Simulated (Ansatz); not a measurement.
A (4,4) gold nanotube, stretched and compressed along its axis from its relaxed period of 2.728 Å, atoms relaxed at each length.

Computed with PBE (plane waves to 420 eV, PAW; Ansatz, a quantum-chemistry and plane-wave program). Mesh 1×1×22. No spin polarisation. It repeats along c; a and b span vacuum. A hypothetical model, rolled from the flat sheet. Only distortions within the start's symmetry and period were free. Values not marked SOC lack spin–orbit coupling. Buckling under compression is shut out by symmetry and the short period. Energies are free energies at a Fermi–Dirac width of 0.05 eV, from the unstrained cell.

```csv
strain (%),energy (meV a period),axial force (nN)
-3.0,___,___
-1.5,___,___
0.0,0,0.00
+1.5,+20,+1.47
+3.0,+75,+2.71
+6.0,+276,+4.84
```

**Question.** Fill in the missing entries.

**Answer.** 
- -1.5, energy (meV a period): +24
- -1.5, axial force (nN): -2.06
- -3.0, energy (meV a period): +113
- -3.0, axial force (nN): -5.16
